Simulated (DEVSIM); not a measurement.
System: illuminated Si n-on-p cell, one wavelength, at 300 K.

```tsv
layer (left to right)	material	thickness (μm)	Nd (cm⁻³)	Na (cm⁻³)	τn (s)	τp (s)	absorption coefficient (cm⁻¹)
1	Si	0.450	4.5e18	-	5.1e-8	9.5e-7	34000
2	Si	33.0	-	6.7e16	1.5e-6	1.5e-6	34000
```

Left contact: ohmic, minority hole recombination velocity 100 cm/s. Right contact: ohmic, minority electron recombination velocity 50 cm/s. Voltage is applied to the left contact. Recombination: SRH at mid-gap, radiative, Auger. Light enters at the left, 5.1e18 photons cm⁻² s⁻¹, one pass, no reflection. Mobility is μmin + (μ − μmin)/(1 + (N/Nref)^α).

The device is made up for the run: typed textbook-type constants, with dimensions and the other settings drawn at random. Values at 300 K.

```csv
parameter,Si
gap (eV),1.124
affinity (eV),4.05
permittivity,11.7
Nc (cm⁻³),2.86e19
Nv (cm⁻³),3.1e19
μn (cm²/Vs),1417
μp (cm²/Vs),470
"μn,min",52
"μp,min",45
"Nref,n",9.7e16
"Nref,p",2.2e17
αn,0.68
αp,0.72
B (cm³/s),4.7e-15
Cn (cm⁶/s),2.8e-31
Cp (cm⁶/s),9.9e-32
```

Simulated with DEVSIM: 1D drift-diffusion, Boltzmann statistics, complete ionisation; no tunnelling, impact ionisation, image-force lowering or self-heating.

### Question
Tabulate band edges, carrier densities and field at zero bias, in the dark.

### Answer
Energies count from the Fermi level of the right contact; mesh points crowd at the junctions.

```csv
x (μm),Ec (eV),Ev (eV),n (cm⁻³),p (cm⁻³),field (V/cm)
0.000,0.048,-1.076,4.5e18,< 1e2,≈ 0
0.02688,0.048,-1.076,4.5e18,< 1e2,≈ 0
0.08452,0.048,-1.076,4.5e18,< 1e2,≈ 0
0.1956,0.048,-1.076,4.5e18,< 1e2,≈ 0
0.3638,0.048,-1.076,4.5e18,< 1e2,≈ 0
0.4203,0.048,-1.076,4.5e18,< 1e2,≈ 0
0.4496,0.083,-1.041,1.2e18,100,150000
0.4926,0.564,-0.560,9.7e9,1.2e10,88000
0.5704,0.942,-0.182,4300,2.7e16,13000
0.7394,0.965,-0.159,1700,6.7e16,≈ 0
1.134,0.965,-0.159,1700,6.7e16,≈ 0
2.470,0.965,-0.159,1700,6.7e16,≈ 0
4.860,0.965,-0.159,1700,6.7e16,≈ 0
10.04,0.965,-0.159,1700,6.7e16,≈ 0
23.34,0.965,-0.159,1700,6.7e16,≈ 0
28.99,0.965,-0.159,1700,6.7e16,≈ 0
31.41,0.965,-0.159,1700,6.7e16,≈ 0
32.56,0.965,-0.159,1700,6.7e16,≈ 0
33.14,0.965,-0.159,1700,6.7e16,≈ 0
33.33,0.965,-0.159,1700,6.7e16,≈ 0
33.41,0.965,-0.159,1700,6.7e16,≈ 0
33.45,0.965,-0.159,1700,6.7e16,≈ 0
```
